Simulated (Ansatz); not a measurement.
**Pt under a change: biaxial strain −2.00 %, plane normal [001], relaxed out of plane**

The reference is Pt in the fcc (Cu type) structure (space group Fm-3m, No. 225; a = 3.895 Å; relaxed with 0.1 eV smearing). Axes: x, y, z lie along the cube axes.

It is then changed as follows: compressive biaxial strain of 2.00 % in the plane normal to [001], as in epitaxy on a mismatched substrate; the out-of-plane cell vector and the atoms relax.

Computed with LDA/PAW in Ansatz (an electronic-structure program), spin-orbit coupling left out. k-mesh 29×29×29 (Γ-centred); smearing 0.1 eV (Fermi–Dirac).

- Space group: I4/mmm (No. 139) (base Fm-3m (No. 225))
- Shortest interatomic distance: 2.699 Å (base 2.754 Å)
- Energy relative to the base (free energy F): +12 meV/atom
- Pressure (mean of the normal stresses, compression positive): 4.4 GPa (base 0.0 GPa)
- Band gap: zero (base zero)
- Out-of-plane strain: +2.79 %
- Ratio −ε⊥/ε∥: 1.39
- Mean in-plane stress (compression positive): +6.6 GPa

Final structure (turned so that z lies along the plane normal):

```yaml
crystal:
  lattice:
    - [2.69936, 0.00000, 0.00000]
    - [0.00000, 2.69936, 0.00000]
    - [1.34968, -1.34968, 2.00198]
  atoms:
    - { symbol: Pt, position: [0.00000, 0.00000, 0.00000] }
```

Whether these cells are dynamically stable was not tested. The final runs are not spin-polarised.
